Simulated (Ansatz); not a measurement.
# Response to strain in Ge

Base system: Ge in the diamond structure (space group Fd-3m, No. 227; a = 5.6746 Å). Axes: x, y, z lie along the cube axes.

Strains are applied to the cell and any free atomic positions relax; under biaxial strain the out-of-plane vector relaxes too.

All numbers come from plane-wave PAW DFT at the r2SCAN level (Ansatz, a program for electronic structure, 500 eV), spin-orbit coupling left out.

Candidates:
(a) biaxial strain −2.08 %, plane normal [111], relaxed out of plane
(b) uniaxial strain ε_xx = +4.28 %
(c) uniaxial strain ε_yy = −3.65 %
(d) strain tensor (xx, yy, zz, yz, xz, xy) = (+1.46, +0.42, −1.92, −1.16, −0.89, +0.91) %
(e) biaxial strain +1.04 %, plane normal [001], relaxed out of plane

Notes on the quantities. energy relative to the base: free energy F.

**Question.** Order them by energy relative to the base, lowest first.

**Answer.** (e) biaxial strain +1.04 %, plane normal [001], relaxed out of plane (+2.1 meV/atom), (d) strain tensor (xx, yy, zz, yz, xz, xy) = (+1.46, +0.42, −1.92, −1.16, −0.89, +0.91) % (+9.1 meV/atom), (a) biaxial strain −2.08 %, plane normal [111], relaxed out of plane (+12 meV/atom), (c) uniaxial strain ε_yy = −3.65 % (+12 meV/atom), (b) uniaxial strain ε_xx = +4.28 % (+16 meV/atom)

The mesh was chosen for an insulator and is coarse for the gapless case. Stability against distortions was not tested.
